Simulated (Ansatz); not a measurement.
Cl on the 1x1 (0001) surface of hcp Ti, one in a 2x1 cell, energies for each (15.0 Å²). Energies are against ½ Cl2(g), without zero-point or thermal terms; each row is named by its start.

The numbers are results of PBE (plane waves to 420 eV, PAW; Ansatz, a first-principles code), not measurements.

Slab: 9 atoms, 6.8 Å thick at the start under the adsorbate (thin: gaps and levels are the slab's own); k 6x12x1, smearing 0.1 eV, dipole-corrected; 4 atoms held, the rest relaxed; each run with such symmetry as its start has; no spin, no spin-orbit, no U, no dispersion correction.

A negative adsorption energy means that the adsorbate is more stable on the surface than in its reference. Heights count from the host atoms within 0.3 Å of the top one.

```
starting site                           E_ads (eV)  height (Å)  nearest host atom (Å)  bonded to  Δ work function (eV)  lateral drift (Å)
--------------------------------------  ----------  ----------  ---------------------  ---------  --------------------  -----------------
top Ti                                       -3.24        1.78                Ti 2.47       3 Ti                 -0.22                1.5
hollow Ti-Ti-Ti                              -3.33        1.75                Ti 2.46       3 Ti                 -0.24                0.1
hollow Ti-Ti-Ti over Ti at depth 2.2 Å       -3.24        1.78                Ti 2.47       3 Ti                 -0.22                0.2
bridge Ti-Ti (span 2.9 Å)                    -3.33        1.75                Ti 2.46       3 Ti                 -0.24                0.9
```
